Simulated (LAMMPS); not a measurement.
LAMMPS 22 Jul 2025, classical MD, EAM (Finnis-Sinclair form) (Mg_mm.eam.fs): Mg, 2916 atoms.

- task = MD, nve
- potential = EAM (Finnis-Sinclair form), Mg_mm.eam.fs
- copies of the repeat unit = 9×9×9
- shape (slab and sphere leave vacuum in the box) = bulk
- neighbor skin = 2 Å
- neigh_modify = every 1 delay 0 check yes
- newton = on (default)
- atom_modify sort (bins of 2 Å where set) = 1000 (default)
- comm_style = brick (default)
- box = 28.9 × 50.0 × 46.9 Å
- start = generated hcp lattice, warmed in an untimed run

All runs start from one configuration, warmed at this fixed volume for 1000 steps under a thermostat at 300 K. The run at the shortest step has a mean temperature of 299 K and a mean pressure of -0.1 GPa.

Each run covers about 2.0 ps at constant energy (mean temperature 299 K at the shortest step); σ is the standard deviation over the printed steps. Single runs; times are not shown.

Steps tried: 0.5 fs, 1 fs, 2 fs, 2.5 fs, 4 fs, 5 fs, 8 fs, 10 fs, 16 fs, 20 fs, 32 fs.

Question: Up to which step does the ratio σ(E total)/σ(E kinetic) stay under 10 %, and what happens beyond?

Answer: 10 fs. The run fails or blows up at 32 fs.

```
time step  σ(E total)/σ(E kinetic)  last minus first total energy (meV/atom)  mean temperature (K)
---------  -----------------------  ----------------------------------------  --------------------
0.5 fs                     0.00011                               under 0.001                   299
1 fs                       0.00044                               under 0.001                   299
2 fs                        0.0018                               under 0.001                   299
2.5 fs                      0.0028                               under 0.001                   299
4 fs                        0.0071                                   +0.0016                   298
5 fs                         0.011                                   +0.0021                   298
8 fs                         0.030                                   +0.0027                   296
10 fs                        0.048                                    +0.018                   294
16 fs                         0.15                                     +0.47                   286
20 fs                         0.28                                      +1.2                   278
32 fs            stops: Lost atoms                                         —                     —
```

The bar is a choice.
